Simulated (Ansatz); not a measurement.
**tetragonal MoSi2 (0 0 1) on 4H silicon carbide (1 0 0) (film strained to the substrate, started from cuts of the bulks and a machine-learned relaxation; slabs Si18C18 and Mo9Si24, which can lie off the formulas)**

A periodic stack without vacuum, tetragonal MoSi2 (0 0 1) on 4H silicon carbide (1 0 0) (film strained to the substrate, started from cuts of the bulks and a machine-learned relaxation; slabs Si18C18 and Mo9Si24, which can lie off the formulas): substrate slab Si18C18, film Mo9Si24, surface cells [[0, 1], [-1, 0]] and [[0, 3], [-1, 0]], film strained by -3.8 and +5.0 %, outermost planes CSi/CSi and Si/Si as cut, which need not be the usual terminations and can put a slab off its formula.

The start was prepared with a machine-learned potential, and the result is one local minimum, with the in-plane cell held and forces under 0.04 eV/Å; the film can end far from its bulk form.

These are PBE (plane waves to 420 eV, PAW; Ansatz, an electronic-structure program) values and carry that method's errors. Scalar-relativistic, without spin–orbit coupling; the runs are not spin-polarised; PBE gaps are too small against experiment. Its k-point mesh 3×8×1, Fermi–Dirac width 0.05 eV.

- interface area = 31.3 Å²
- period = 27.35 Å
- heights between the nearest atoms of the two slabs at the two interfaces = 0.97 and 1.26 Å
- Si–Si contacts across the interfaces within 1.22 times the sum of covalent radii = 5, mean 2.38 Å
- C–Si contacts across the interfaces within 1.22 times the sum of covalent radii = 5, mean 1.89 Å

```
CELL_PARAMETERS angstrom
     10.12780    -0.00021    -0.18781
      0.00015     3.09411     0.00005
     -0.51442    -1.54935    27.36680
ATOMIC_POSITIONS crystal
  Si 0.46344 0.88228 0.04009
  Si 0.94235 0.88043 0.03672
  C  0.64390 0.88266 0.04091
  C  0.13007 0.87852 0.03288
  Si 0.46114 0.42992 0.13524
  Si 0.96229 0.42959 0.13472
  Si 0.70995 0.91397 0.10345
  Si 0.20114 0.39517 0.06603
  C  0.64842 0.43042 0.13633
  C  0.14865 0.42862 0.13270
  C  0.89638 0.91379 0.10313
  C  0.39025 0.39700 0.06953
  Si 0.47145 0.97883 0.23305
  Si 0.97137 0.97855 0.23252
  Si 0.71766 0.46263 0.20079
  Si 0.21462 0.94524 0.16588
  C  0.65879 0.97906 0.23362
  C  0.15875 0.97811 0.23172
  C  0.90618 0.46238 0.20025
  C  0.40230 0.94622 0.16784
  Si 0.48135 0.52790 0.33119
  Si 0.98204 0.52751 0.33045
  Si 0.72786 0.01144 0.29834
  Si 0.22466 0.49454 0.26452
  C  0.66806 0.52783 0.33110
  C  0.16938 0.52731 0.33008
  C  0.91617 0.01140 0.29815
  C  0.41261 0.49529 0.26593
  Si 0.49965 0.07680 0.42909
  Si 0.98712 0.07617 0.42769
  Si 0.73965 0.56000 0.39549
  Si 0.23387 0.04383 0.36308
  C  0.68590 0.07652 0.42856
  C  0.16954 0.07551 0.42652
  C  0.92342 0.56007 0.39561
  C  0.42262 0.04460 0.36455
  Mo 0.61580 0.22475 0.72474
  Mo 0.94556 0.22369 0.72258
  Mo 0.27694 0.22405 0.72323
  Si 0.74720 0.10973 0.49545
  Si 0.20916 0.59462 0.46471
  Si 0.42872 0.60624 0.48795
  Si 0.57268 0.13278 0.54108
  Si 0.96732 0.12130 0.51776
  Si 0.26970 0.13048 0.53630
  Mo 0.76074 0.65187 0.57920
  Mo 0.10101 0.64991 0.57480
  Mo 0.43105 0.65475 0.58469
  Si 0.61038 0.17763 0.63055
  Si 0.93509 0.17399 0.62320
  Si 0.26626 0.17708 0.62916
  Si 0.77785 0.70043 0.67608
  Si 0.10343 0.69970 0.67473
  Si 0.44218 0.70170 0.67863
  Si 0.78527 0.74876 0.77270
  Si 0.11513 0.74750 0.77010
  Si 0.45326 0.74826 0.77171
  Si 0.62716 0.27379 0.82271
  Si 0.95223 0.27290 0.82081
  Si 0.29089 0.27169 0.81843
  Mo 0.79720 0.79761 0.87013
  Mo 0.12525 0.79439 0.86371
  Mo 0.46029 0.79629 0.86752
  Si 0.63242 0.32276 0.92011
  Si 0.98005 0.32223 0.91894
  Si 0.28656 0.31786 0.91105
  Si 0.74153 0.85556 0.98679
  Si 0.15305 0.84388 0.96320
  Si 0.41997 0.84107 0.95812
```
